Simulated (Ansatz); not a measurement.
Start from Si in the diamond structure (space group Fd-3m, No. 227; a = 5.444 Å). Axes: x, y, z lie along the cube axes.

The values are results of plane-wave PAW DFT at the r2SCAN level (Ansatz, an electronic-structure program, 500 eV), no SOC, not measurements.

Strains are applied to the cell and any free atomic positions relax; under biaxial strain the out-of-plane vector relaxes too.

One change was made to it. Results:

```json
[
 {"quantity": "valence-band top at Γ (three highest levels, from the VBM)", "base": "0.00, 0.00, 0.00 eV", "after": "0.00, -0.25, -0.25 eV"},
 {"quantity": "smallest direct gap", "base": "2.74 eV", "after": "2.47 eV"},
 {"quantity": "shortest interatomic distance", "base": "2.357 Å", "after": "2.378 Å"}
]
```

Which change produced these results?
(A) biaxial strain +2.00 %, plane normal [001], relaxed out of plane
(B) biaxial strain +0.50 %, plane normal [001], relaxed out of plane
(C) biaxial strain +1.50 %, plane normal [001], relaxed out of plane

A, biaxial strain +2.00 %, plane normal [001], relaxed out of plane. For comparison, the valence-band top at Γ in the other runs: biaxial strain +1.50 %, plane normal [001], relaxed out of plane gives 0.00, -0.19, -0.19 eV; biaxial strain +0.50 %, plane normal [001], relaxed out of plane gives 0.00, -0.06, -0.06 eV.

No phonon test of stability was made.
